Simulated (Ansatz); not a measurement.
The reference is HgI2 in the 2H-MoS2 type structure (space group P6_3/mmc, No. 194; a = 4.0709 Å, c = 13.5609 Å; a hypothetical phase, not in the database extracts checked; layered, stacked along the Cartesian z axis).

Method: Ansatz (a program for electronic structure), PBEsol-D3(BJ), PAW, cutoff 420 eV, scalar-relativistic without spin-orbit coupling.

Before the change:

The c/a ratio is 3.331 and the volume per atom is 32.44 Å³.

Modification: a hydrostatic pressure of 75 GPa.

Q: Estimate the effect on the c/a ratio and volume per atom.

A: The c/a ratio rises by 1.422 (3.331 → 4.753); the volume per atom falls by 15.14 Å³ (32.44 Å³ → 17.30 Å³).

From pressure 75 GPa on, the axis ratios lie over 15 % from the base's, so the cell there is far from its starting form. Load acts through the strain it causes; cell and atoms are relaxed under it. No phonon test of stability was made. Competing high-pressure phases were not computed. The final runs are not spin-polarised.
